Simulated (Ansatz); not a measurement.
Take PtGe (space group Pnma, No. 62; a = 5.772 Å, b = 3.713 Å, c = 6.129 Å) as the base. Axes: x, y, z lie along a, b, c of the conventional cell.

Method: Ansatz (a program for electronic structure) r2SCAN, no SOC.

Before the change:

* **Pressure**: 0.0 GPa
* **Shortest interatomic distance**: 2.480 Å

Perturbation: uniaxial strain ε_xx = −2.66 %, all other strain components held at zero, atoms relaxed at fixed cell.

Predict the new pressure.

The pressure (mean of the normal stresses, compression positive) goes from zero to 4.8 GPa.

What happens to the energy relative to the base?

The energy increases by 9.2 meV/atom.

How does this affect the shortest interatomic distance?

The shortest interatomic distance decreases by 0.016 Å (2.480 Å → 2.464 Å).

Without a gap, meshes like the base's 8×13×8 leave anisotropic stresses uncertain by several tenths of a GPa, and small strain energies with them. Stability against distortions was not tested. The final runs are not spin-polarised.
